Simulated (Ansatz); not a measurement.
The parent structure is a 12-atom supercell of ZrB$_{2}$ (space group P6/mmm, No. 191; a = 3.1677 Å, c = 3.5503 Å) at its relaxed geometry.

Calculations: r2SCAN/PAW in Ansatz (a program for electronic structure), no SOC.

One neutral defect a cell, atoms relaxed at fixed cell.

One change was made to it. Results:

```csv
quantity,base,after
largest displacement of a host atom from its site in the perfect cell,–,0.24 Å
pressure,0.0 GPa,19.7 GPa
```

Q: Name the change that was made.
A. In on a B site
B. Li interstitial (started 1.78 Å from the nearest host atom)
C. Hf on a Zr site, symmetric start

A: B, Li interstitial (started 1.78 Å from the nearest host atom). For comparison, the pressure in the other runs: In on a B site gives 37.9 GPa; Hf on a Zr site, symmetric start gives -2.3 GPa.

In so small a cell the defect repeats every few ångströms: this is an ordered compound, not a dilute defect. Defects with a symmetric start kept the site's symmetry and may sit on a saddle; the others started slightly shaken. All final runs are without spin polarisation.
